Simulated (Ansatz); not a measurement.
The starting structures come from a database of crystals and need not be the phases stable at ambient conditions.

By PBEsol, the system below comes out a metal.

The ballistic (Sharvin) conductance counts the channels at the Fermi level: G/A = (e²/h) × channels of both spins per area.

```yaml
crystal:
  lattice:
    - [5.32379, 0.00000, 0.00000]
    - [-2.66189, 4.61054, 0.00000]
    - [0.00000, 0.00000, 6.39267]
  atoms:
    - { symbol: B, position: [0.33333, 0.66667, 0.61839] }
    - { symbol: B, position: [0.66667, 0.33333, 0.11839] }
    - { symbol: B, position: [0.33333, 0.66667, 0.88161] }
    - { symbol: B, position: [0.66667, 0.33333, 0.38161] }
    - { symbol: W, position: [0.33333, 0.66667, 0.25000] }
    - { symbol: W, position: [0.66667, 0.33333, 0.75000] }
    - { symbol: W, position: [0.00000, 0.00000, 0.25000] }
    - { symbol: W, position: [0.00000, 0.00000, 0.75000] }
    - { symbol: B, position: [0.00000, 0.33699, 0.00000] }
    - { symbol: B, position: [0.66301, 0.00000, 0.50000] }
    - { symbol: B, position: [0.66301, 0.66301, 0.00000] }
    - { symbol: B, position: [0.00000, 0.66301, 0.50000] }
    - { symbol: B, position: [0.33699, 0.00000, 0.00000] }
    - { symbol: B, position: [0.33699, 0.33699, 0.50000] }
    - { symbol: B, position: [0.00000, 0.66301, 0.00000] }
    - { symbol: B, position: [0.33699, 0.00000, 0.50000] }
    - { symbol: B, position: [0.33699, 0.33699, 0.00000] }
    - { symbol: B, position: [0.00000, 0.33699, 0.50000] }
    - { symbol: B, position: [0.66301, 0.00000, 0.00000] }
    - { symbol: B, position: [0.66301, 0.66301, 0.50000] }
```

Space group of this cell: P6_3/mmc. The cell was relaxed by PBE-D3(BJ); by PBEsol its mean pressure is 1.7 GPa.

The current flows along the normal of the first two printed cell vectors, the (001) plane of the conventional cell. No spin-orbit coupling; the value is a mean over 0.1 eV about the Fermi level.

**Question.** Give the ballistic conductance per area that PBEsol in Ansatz (a first-principles code) yields.

**Answer.** 0.72 × 10¹⁵ S/m² for both spins.
